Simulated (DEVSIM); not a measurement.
Structure: Co/AlN/n-Ge capacitor, at 400 K.

| layer (left to right) | material | thickness (nm) | Nd (cm⁻³) |
|---|---|---|---|
| 1 | AlN | 5.20 | - |
| 2 | Ge | 7200 | 6.9e15 |

Metal gate on the left, work function 5 eV. Fixed charge at the semiconductor interface 2.1e11 cm⁻² (in units of +e); no interface traps.

This is a model device: material constants are rounded textbook-type values typed into the input, and sizes, dopings and lifetimes were drawn at random. Values at 300 K; Nc and Nv go as T^1.5, mobilities as T to minus their exponent, the gap by Varshni's rule with the affinity fixed.

| parameter | AlN | Ge |
|---|---|---|
| gap (eV) | 6.1 | 0.664 |
| affinity (eV) | 1.9 | 4 |
| permittivity | 8.5 | 16 |
| Nc (cm⁻³) | - | 1.04e19 |
| Nv (cm⁻³) | - | 6e18 |
| Varshni α (eV/K) | - | 0.000477 |
| Varshni β (K) | - | 235 |

Model (solved in DEVSIM): 1D Poisson equation in equilibrium, Boltzmann statistics, complete ionisation; no quantum confinement or tunnelling. Metal contacts follow the ideal Schottky-Mott rule: no Fermi-level pinning, no interface dipoles.

Base results: minimum of the low-frequency capacitance (μF/cm²) 0.141; flat-band voltage (V) 0.71; threshold voltage (band bending 2φF) (V) 0.59.

What follows from this one change: interface trap density 0 → 2e+12 cm^-2 eV^-1?

minimum of the low-frequency capacitance 0.141 → 0.355 μF/cm²; flat-band voltage 0.71 → 0.69 V; threshold voltage (band bending 2φF) 0.59 → 0.54 V.

What follows from this one change: substrate doping 6.9e+15 → 1.4e+15 cm^-3?

minimum of the low-frequency capacitance 0.141 → 0.126 μF/cm²; flat-band voltage 0.71 → 0.67 V; threshold voltage (band bending 2φF) 0.59 → 0.64 V.

What follows from this one change: gate work function 5 → 4.7 eV?

minimum of the low-frequency capacitance little changed (0.141 μF/cm²); flat-band voltage 0.71 → 0.41 V; threshold voltage (band bending 2φF) 0.59 → 0.29 V.

What follows from this one change: fixed charge 2.1e+11 → -1.68e+12 cm^-2?

minimum of the low-frequency capacitance 0.141 → 0.138 μF/cm²; flat-band voltage 0.71 → 0.92 V; threshold voltage (band bending 2φF) 0.59 → 0.80 V.
